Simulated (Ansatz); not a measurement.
Reference: Os (P6_3/mmc), r2SCAN, rigid bands (plane waves, PAW, scalar-relativistic; Ansatz, a quantum-chemistry and plane-wave program); geometry: cell and atoms relaxed with PBEsol.

```
CELL_PARAMETERS angstrom
      2.72599     0.00000     0.00000
     -1.36300     2.36078     0.00000
      0.00000     0.00000     4.31688
ATOMIC_POSITIONS crystal
  Os 0.33333 0.66667 0.25000
  Os 0.66667 0.33333 0.75000
```

- density of states at the Fermi level per atom = 0.57 states/eV
- Drude plasma energy = 8.7 eV
- root-mean-square Fermi velocity = 8.4 ×10⁵ m/s

Swap Os for Ru, keeping the structure type. How do these values move?

Ru (P6_3/mmc): volume per atom 13.9 to 13.3 Å³; density of states at the Fermi level per atom rises (0.57 states/eV to 0.76 states/eV); Drude plasma energy stays about the same (8.7 eV to 9.1 eV); root-mean-square Fermi velocity stays about the same (8.4 ×10⁵ m/s to 7.5 ×10⁵ m/s).

Replace Os by Hf on the same sites and relax. What happens?

Hf (P6_3/mmc): volume per atom 13.9 to 21.6 Å³; density of states at the Fermi level per atom stays about the same (0.57 states/eV to 0.59 states/eV); Drude plasma energy falls (8.7 eV to 4.4 eV); root-mean-square Fermi velocity falls (8.4 ×10⁵ m/s to 5.2 ×10⁵ m/s).

Replace Os by Cd on the same sites and relax. What happens?

Cd (P6_3/mmc): volume per atom 13.9 to 21.2 Å³; density of states at the Fermi level per atom falls (0.57 states/eV to 0.21 states/eV); Drude plasma energy stays about the same (8.7 eV to 8.1 eV); root-mean-square Fermi velocity rises (8.4 ×10⁵ m/s to 15.8 ×10⁵ m/s).

Moves up to 12 % count as about the same. Metals at this level; values at 300 K, both spins, means over directions. As a rough test of the mesh, the Fermi surface's area from every second k point differs by up to 8 %. Spin-orbit coupling is left out.

The missing spin-orbit coupling matters most for Hf (P6_3/mmc), Os (P6_3/mmc).
